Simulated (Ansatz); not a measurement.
**Ag under a change: pressure −1 GPa**

Base system: Ag in the fcc (Cu type) structure (space group Fm-3m, No. 225; a = 4.0544 Å).

One thing is altered: hydrostatic tension (pressure −1 GPa).

The values are results of Ansatz (an electronic-structure program) PBEsol, no SOC, not measurements. Settings: 20×20×20 k-points, 0.05 eV Fermi–Dirac smearing.

```yaml
volume_per_atom: 16.81 Å³ (base 16.66 Å³)
density: 10.66 g/cm³ (base 10.75 g/cm³)
lattice_parameter_a: 4.066 Å (base 4.054 Å)
shortest_interatomic_distance: 2.875 Å (base 2.867 Å)
band_gap: zero (base zero)
```

Load acts through the strain it causes; cell and atoms are relaxed under it. Stability against distortions was not tested.
